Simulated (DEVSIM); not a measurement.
Structure: abrupt In0.53Ga0.47As p-n junction, at 300 K.

```tsv
layer (left to right)	material	thickness (μm)	Nd (cm⁻³)	Na (cm⁻³)	τn (s)	τp (s)
1	In0.53Ga0.47As	92.0	-	3.3e17	7.1e-10	7.1e-10
2	In0.53Ga0.47As	8.30	9.8e16	-	7.1e-10	7.1e-10
```

Left contact: ohmic. Right contact: ohmic. Voltage is applied to the left contact. Recombination: SRH at mid-gap, radiative. Mobility is constant in doping.

Constants are typed, rounded textbook-type inputs, not results; the design itself was drawn at random and stands for no fabricated device. Values at 300 K.

| parameter | In0.53Ga0.47As |
|---|---|
| gap (eV) | 0.74 |
| affinity (eV) | 4.51 |
| permittivity | 13.9 |
| Nc (cm⁻³) | 2.1e17 |
| Nv (cm⁻³) | 7.7e18 |
| μn (cm²/Vs) | 12000 |
| μp (cm²/Vs) | 300 |
| B (cm³/s) | 9.6e-11 |

DEVSIM, 1D drift-diffusion, Boltzmann statistics, complete ionisation; no tunnelling, impact ionisation, image-force lowering or self-heating.

The minority lifetime in layer 1 was swept, all else fixed.

```csv
minority lifetime in layer 1 (s),dark forward voltage at 100 A/cm² (V),dark forward voltage at 1 A/cm² (V)
2.1e-11,0.530,0.346
7.1e-11,0.543,0.361
2.1e-10,0.553,0.371
7.1e-10,?,?
2.1e-9,0.572,0.388
7.1e-9,0.577,0.393
2.1e-8,0.579,0.396
```

**Question.** What belongs in the gaps?

**Answer.** 
- 7.1e-10, dark forward voltage at 100 A/cm² (V): 0.564
- 7.1e-10, dark forward voltage at 1 A/cm² (V): 0.381
